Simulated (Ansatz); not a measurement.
Here is the system:

End structure of H on the 1x1 (0001) surface of hcp Os, one in a 2x2 cell, started at the site 'hollow Os-Os-Os':

```yaml
crystal:
  lattice:
    - [5.50846, 0.00000, 0.00000]
    - [-2.75423, 4.77047, 0.00000]
    - [0.00000, 0.00000, 26.00000]
  atoms:
    - { symbol: Os, position: [0.33333, 0.16667, 0.37690] }
    - { symbol: Os, position: [0.33333, 0.66667, 0.37690] }
    - { symbol: Os, position: [0.83333, 0.16667, 0.37690] }
    - { symbol: Os, position: [0.83333, 0.66667, 0.37690] }
    - { symbol: Os, position: [0.16667, 0.33333, 0.45811] }
    - { symbol: Os, position: [0.16667, 0.83333, 0.45811] }
    - { symbol: Os, position: [0.66667, 0.33333, 0.45811] }
    - { symbol: Os, position: [0.66667, 0.83333, 0.45811] }
    - { symbol: Os, position: [0.33305, 0.16653, 0.54169] }
    - { symbol: Os, position: [0.33333, 0.66667, 0.54103] }
    - { symbol: Os, position: [0.83347, 0.16653, 0.54169] }
    - { symbol: Os, position: [0.83347, 0.66695, 0.54169] }
    - { symbol: Os, position: [0.17000, 0.33999, 0.62339] }
    - { symbol: Os, position: [0.17000, 0.83000, 0.62339] }
    - { symbol: Os, position: [0.66667, 0.33333, 0.62263] }
    - { symbol: Os, position: [0.66001, 0.83000, 0.62339] }
    - { symbol: H, position: [0.00000, 0.00000, 0.66367] }
```

Set-up: 17 atoms, 6.4 Å thick at the start under the adsorbate (thin: gaps and levels are the slab's own); mesh 6x6x1; 0.1 eV smearing; dipole correction on; 8 atoms held, the rest relaxed; start symmetry kept, larger cells not searched; no spin, no spin-orbit, no U, no dispersion correction. At the end it is bonded to 3 Os. In PBE it is, or lies within 0.03 eV of, the lowest of the starts that converged.

A negative adsorption energy means that the adsorbate is more stable on the surface than in its reference.

Q: Estimate the change of the work function that PBE in Ansatz (a quantum-chemistry and plane-wave program) returns for this input.

A: -0.14 eV

Q: Predict the adsorption energy against ½ H2(g) from PBE.

A: -0.53 eV

Q: Predict the change of the step from the bottom to the top vacuum level, against the clean slab from PBE.

A: -0.15 eV

Q: Give the work function of the top face at the level PBE.

A: 5.17 eV
